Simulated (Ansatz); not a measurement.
# Response to strain in Cu

Base system: Cu in the fcc (Cu type) structure (space group Fm-3m, No. 225; a = 3.579 Å; relaxed with 0.1 eV smearing). Axes: x, y, z lie along the cube axes.

Strains are applied to the cell and any free atomic positions relax; under biaxial strain the out-of-plane vector relaxes too; under stress the whole cell relaxes.

The values are results of r2SCAN (Ansatz, an electronic-structure program), without spin-orbit coupling, earlier PAW set, not measurements.

Notes on the quantities. pressure: mean of the normal stresses, compression positive; energy relative to the base: free energy F.

| case | space group | shortest interatomic distance | pressure | energy relative to the base |
|---|---|---|---|---|
| base | Fm-3m (No. 225) | 4.782 bohr | 0.0 GPa | 0 meV/atom |
| biaxial strain −0.50 %, plane normal [001], relaxed out of plane | I4/mmm (No. 139) | 4.759 bohr | 0.5 GPa | +0.3 meV/atom |
| biaxial strain +4.40 %, plane normal [110], relaxed out of plane | Immm (No. 71) | 4.643 bohr | -7.2 GPa | +36 meV/atom |
| isotropic strain +2.57 % | Fm-3m (No. 225) | 4.905 bohr | -10.2 GPa | +31 meV/atom |
| uniaxial strain ε_zz = −0.95 % | I4/mmm (No. 139) | 4.760 bohr | 1.6 GPa | +0.7 meV/atom |
| uniaxial stress, 2 GPa compression along z | I4/mmm (No. 139) | 4.746 bohr | – | +2.2 meV/atom |

A biaxial case was relaxed in a doubled cell and then solved in the primitive one. Beyond what the load breaks, stability against distortions was not tested. All final runs are without spin polarisation.
